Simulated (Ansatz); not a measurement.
## How far PBE and r2SCAN part for BP, B → In

The parent structure is BP in the zinc blende structure (space group F-43m, No. 216; a = 4.548 Å).

(Cell as relaxed with PBE.)

Levels (all Ansatz, a quantum-chemistry and plane-wave program, PAW, earlier PAW set): PBE (420 eV, without spin-orbit coupling); r2SCAN (500 eV, spin-orbit coupling left out).

Each level relaxes its own structure.

```json
[
 {"base": "volume per atom", "PBE": "11.76 Å³", "r2SCAN": "11.67 Å³"},
 {"base": "lattice parameter a", "PBE": "4.548 Å", "r2SCAN": "4.536 Å"},
 {"base": "band gap", "PBE": "1.25 eV", "r2SCAN": "1.41 eV"}
]
```

Now apply this change: In takes the place of B on all its sites; the structure is relaxed again.

```csv
quantity,PBE,r2SCAN
"hole mass (degenerate bands, along [100])","0.037, 0.46, 0.46 mₑ (at Γ)",(withheld)
band gap,0.44 eV,(withheld)
shift of the gap caused by the change,-0.81 eV,(withheld)
lattice parameter a,5.960 Å,(withheld)
```

What does r2SCAN give?


- hole mass (degenerate bands, along [100]), r2SCAN: 0.072, 0.44, 0.44 mₑ (at Γ)
- band gap, r2SCAN: 1.02 eV
- shift of the gap caused by the change, r2SCAN: -0.39 eV
- lattice parameter a, r2SCAN: 5.908 Å

PBE's band gap lies 0.58 eV below r2SCAN's; PBE's shift of the gap caused by the change lies 0.42 eV below r2SCAN's; PBE's lattice parameter a lies 0.052 Å above r2SCAN's (0.9 %). Neither level is exact; r2SCAN is the comparison here, not a measurement.

Masses are band curvatures over ±0.01 Å⁻¹ around the edge. No phonon test of stability was made.
